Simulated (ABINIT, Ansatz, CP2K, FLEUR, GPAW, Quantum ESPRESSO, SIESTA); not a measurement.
**One structure in several programs: H4BrN (P-43m, 6 atoms in the cell)**

Self-consistent single point.

```
CELL_PARAMETERS angstrom
      4.00010     0.00000     0.00000
      0.00000     4.00010     0.00000
      0.00000     0.00000     4.00010
ATOMIC_POSITIONS crystal
  H  0.14921 0.14921 0.85079
  H  0.14921 0.85079 0.14921
  H  0.85079 0.85079 0.85079
  H  0.85079 0.14921 0.14921
  Br 0.50000 0.50000 0.50000
  N  0.00000 0.00000 0.00000
```

All programs got the same cell, k-point mesh and kind of occupations (some realise fixed ones as a very narrow smearing) (in Ansatz's words: kpoints.mp_grid.grid = 4 4 4; scf.occupations.method = fixed); potentials, basis and cutoffs are each program's usual ones.

```json
[
 {"code": "Ansatz", "model": "PBEsol, default PAW files made with PBE", "pressure (GPa)": "0.83", "largest force (eV/Å)": "0.476", "gap on the mesh (eV)": "4.080", "k-points": "10", "cutoff": "420 eV"},
 {"code": "Quantum ESPRESSO", "model": "PBEsol, GBRV 1.5 ultrasoft (PBESOL) pseudopotentials", "pressure (GPa)": "1.98", "largest force (eV/Å)": "0.731", "gap on the mesh (eV)": "4.080", "k-points": "10", "cutoff": "40 Ry"},
 {"code": "SIESTA", "model": "GGA PBEsol, numerical atomic orbitals DZP, PseudoDojo PBEsol standard norm-conserving potentials (rewritten from UPF to PSML)", "pressure (GPa)": "0.93", "largest force (eV/Å)": "1.064", "gap on the mesh (eV)": "4.218", "k-points": "44", "cutoff": "grid 400 Ry"},
 {"code": "CP2K", "model": "PBEsol, GPW, DZVP-MOLOPT-SR-GTH basis, GTH-PBE potentials (GTH_POTENTIALS)", "pressure (GPa)": "1.40", "largest force (eV/Å)": "0.554", "gap on the mesh (eV)": "5.243", "k-points": "36", "cutoff": "grid 450 Ry"},
 {"code": "GPAW", "model": "PBEsol, GPAW PAW datasets PBEsol (made by gpaw-setup)", "pressure (GPa)": "–", "largest force (eV/Å)": "0.509", "gap on the mesh (eV)": "4.093", "k-points": "10", "cutoff": "950 eV"},
 {"code": "ABINIT", "model": "PBEsol, norm-conserving pseudopotentials (PseudoDojo nc-sr-04 PBEsol standard)", "pressure (GPa)": "0.91", "largest force (eV/Å)": "0.412", "gap on the mesh (eV)": "4.088", "k-points": "10", "cutoff": "84 Ry"},
 {"code": "FLEUR", "model": "PBEsol, all-electron FLAPW (FLEUR), scalar-relativistic valence", "pressure (GPa)": "–", "largest force (eV/Å)": "–", "gap on the mesh (eV)": "4.090", "k-points": "10", "cutoff": "Kmax 4.8 1/bohr"}
]
```

A dash marks a value that a program does not give, or that is left out as unsure.

Gaps are read on the mesh.

The spread over the programs that give each value: pressure within 1.15 GPa; largest force within 0.652 eV/Å; gap on the mesh within 1.163 eV.

The starting cell comes from a database of computed structures (which also holds hypothetical and non-ambient phases and stackings), without a prior relaxation at this level.

**Question.** Why do the programs differ, and what cannot be compared?

**Answer.** Differences of this kind can come from the potentials, where these differ, and from what each basis and cutoff leave unconverged. The zero of total energies and Fermi levels follows the potentials and each program's conventions, so they are not compared here. SIESTA and CP2K use small atom-centred bases, whose incompleteness enters pressures, forces and empty levels differently from a plane-wave cutoff. FLEUR treats all electrons, but the usual bases taken here (sphere radii, linearisation, local orbitals, empty states) were not tested for convergence, so the values are no reference for the others. Ansatz's pressure is given at a fixed set of plane waves, as the other plane-wave codes print theirs; with its correction for the finite basis it is 1.16 GPa (the shift of 0.33 GPa shows how far the cutoff is from converged). The pressure of GPAW is left out: its cutoff lies under the one at which its stress was checked. The programs reduce the same mesh by symmetry to different extents, which changes the work and not the result. In the pressure, Quantum ESPRESSO (by 1.07) lies more than 1 GPa from the median of the plane-wave programs. In the gap, SIESTA (by 0.133) and CP2K (by 1.159) lie more than 0.12 eV from the median of the plane-wave programs. In the force vectors, Quantum ESPRESSO (by 0.239), SIESTA (by 0.572) and ABINIT (by 0.080) lie more than 0.08 eV/Å from the median of the plane-wave programs.

Ansatz is a program for electronic structure.

Keys are those of Ansatz 0.2.
